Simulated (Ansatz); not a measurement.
Cost and result by functional for the surface energy of the (210) surface of bcc Li in its 1x1 cell, outermost plane spacing 0.77 Å in the ideal cut, in Ansatz (plane waves, PAW). Single points on the PBE structure, on one kind of machine; costs are rough ratios of the slab run's core time (references not counted) to the cheapest single point. r2SCAN's cost holds its higher cutoff (500 against 420 eV). Differences are taken against r2SCAN for comparison alone: no measured value is at hand, so the table doesn't rank accuracy.

Slab: 14 atoms, 10.0 Å thick at the start (thin: gaps and levels are the slab's own); k 11x5x1, smearing 0.1 eV, dipole-corrected; all atoms relaxed; start symmetry kept, larger cells not searched; no spin, no spin-orbit, no U. These notes are the PBE run's.

```
functional                     relative cost  surface energy (J/m²)  less r2SCAN (J/m²)
-----------------------------  -------------  ---------------------  ------------------
RPBE                                       1                   0.47               -0.05
PBEsol                                     1                   0.53                0.01
LDA                                        1                   0.55                0.04
r2SCAN                                     3                   0.52                0.00
PBE (the relaxed run's value)              –                   0.50               -0.01
```

The values span 0.08 J/m², while the single points' costs differ by a factor of roughly 3. Differences are of unrounded values.

Ansatz is a quantum-chemistry and plane-wave program.
